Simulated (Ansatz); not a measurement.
The reference is SrSnSe₃ in the cubic perovskite structure (space group Pm-3m, No. 221; a = 5.271 Å; a hypothetical phase, not in the database extracts checked). Axes: x, y, z lie along the cube axes.

The values are results of r2SCAN/PAW in Ansatz (an electronic-structure program), no spin-orbit coupling, not measurements.

Strains are applied to the cell and any free atomic positions relax; under stress the whole cell relaxes.

One change was made to it. Results:

The energy is nearly the same; the shortest interatomic distance shrinks by 0.003 Å to 2.632 Å; the band gap stays zero.

**Question.** Name the change that was made.
A) isotropic strain −3.67 %
B) uniaxial stress, 0.5 GPa tension along x
C) tensor shear ε_xz = −2.93 %

**Answer.** B, uniaxial stress, 0.5 GPa tension along x. For comparison, the energy relative to the base in the other runs: isotropic strain −3.67 % gives +64 meV/atom; tensor shear ε_xz = −2.93 % gives +4.8 meV/atom.

Without a gap, meshes like the base's 9×9×9 leave anisotropic stresses uncertain by several tenths of a GPa, and small strain energies with them. Stability under load was not tested beyond the relaxation. All final runs are without spin polarisation. Many cubic perovskites are stable only at high temperature; tilts and polar distortions were not tested.
